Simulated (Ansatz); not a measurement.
**Li2Se: isotropic strain +2.00 %**

Base system: Li$_{2}$Se in the anti-fluorite structure (space group Fm-3m, No. 225; a = 6.006 Å).

Now apply this change: every lattice vector is stretched by 2.00 %, atoms relaxed at fixed cell.

Method: PBE (Ansatz, an electronic-structure program), spin-orbit coupling left out. Settings: 10×10×10 k-points, 0.05 eV Fermi–Dirac smearing.

* **Volume per atom**: 19.16 Å³ (base 18.06 Å³)
* **Space group**: Fm-3m (No. 225) (base Fm-3m (No. 225))
* **Shortest interatomic distance**: 5.013 bohr (base 4.915 bohr)
* **Energy relative to the base (free energy F)**: +6.4 meV/atom
* **Pressure**: -1.78 GPa (base 0.00 GPa)
* **Band gap**: 3.02 eV (base 2.98 eV)
* **Gap character**: indirect, Γ → X (base indirect, Γ → X)
* **Smallest direct gap**: 3.14 eV (base 3.38 eV)
* **Mean gap deformation potential ΔEg/Δln V**: +0.7 eV
* **Width of the top valence band**: 1.60 eV (base 1.75 eV)
* **Electron mass**: 0.65 mₑ along k, 0.33 mₑ across (at X) (base 0.63 mₑ along k, 0.32 mₑ across (at X))
* **Hole mass (degenerate bands, along [100])**: 0.36, 0.88, 0.88 mₑ (at Γ) (base 0.36, 0.83, 0.83 mₑ (at Γ))
* **Valley order (the lowest conduction-band minima on the path, energy above the VBM, named in the base's zone)**: X along ⟨100⟩ 3.02 eV; Γ 3.14 eV (base X along ⟨100⟩ 2.98 eV; Γ 3.38 eV)

Effective masses come from finite differences of ±0.01 Å⁻¹. Along k means along the line from Γ to the band edge. No phonon test of stability was made.
